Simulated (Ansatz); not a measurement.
Start from TlBr in the zinc blende structure (space group F-43m, No. 216; a = 7.504 Å; a hypothetical phase, not in the database extracts checked).

Calculations: PBE (Ansatz, a program for electronic structure; PAW; 420 eV plane waves; no spin-orbit coupling), earlier PAW set.

One change was made to it. Results:

```csv
quantity,base,after
shortest interatomic distance,3.249 Å,2.513 Å
band gap,2.96 eV,zero
```

Task: Which change produced these results?
A. pressure 100 GPa
B. pressure −1 GPa
C. pressure 50 GPa

Result: C, pressure 50 GPa. For comparison, the shortest interatomic distance in the other runs: pressure −1 GPa gives 3.383 Å; pressure 100 GPa gives 2.336 Å.

A case with no gap was solved on a k-mesh chosen for an insulator, which is coarse for it. Spin-orbit coupling, missing from the scalar runs, can matter with Tl. Load acts through the strain it causes; cell and atoms are relaxed under it. Stability against distortions was not tested. Competing high-pressure phases were not computed. The final runs are not spin-polarised. A zero or small gap of TlBr under pressure 50 GPa can be the functional's error rather than a property of the material.
